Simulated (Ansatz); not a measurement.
The parent structure is ZrO2 (space group Pca2_1, No. 29; a = 5.2569 Å, b = 5.0502 Å, c = 5.0705 Å). Axes: x, y, z lie along a, b, c of the conventional cell.

All numbers come from PBEsol (Ansatz, a program for electronic structure; PAW; 420 eV plane waves; without spin-orbit coupling), earlier PAW set.

Strains are applied to the cell and any free atomic positions relax; under biaxial strain the out-of-plane vector relaxes too; under stress the whole cell relaxes.

One change was made to it. Results:

| quantity | base | after |
|---|---|---|
| gap character | indirect, Γ → Y | indirect, Γ → k = (0.200, 0.400, 0.400) in the run's primitive reciprocal basis |
| energy relative to the base (free energy F) | 0 meV/atom | +1.0 meV/atom |

Name the change that was made.
A) isotropic strain +1.68 %
B) isotropic strain −2.96 %
C) isotropic strain +1.39 %
D) uniaxial stress, 3 GPa compression along x
E) biaxial strain +2.07 %, plane normal [001], relaxed out of plane

D, uniaxial stress, 3 GPa compression along x. For comparison, the energy relative to the base in the other runs: biaxial strain +2.07 %, plane normal [001], relaxed out of plane gives +12 meV/atom; isotropic strain −2.96 % gives +62 meV/atom; isotropic strain +1.39 % gives +12 meV/atom; isotropic strain +1.68 % gives +17 meV/atom.

Beyond what the load breaks, stability against distortions was not tested. This is not the structure that ZrO2 has at room temperature and ambient pressure.
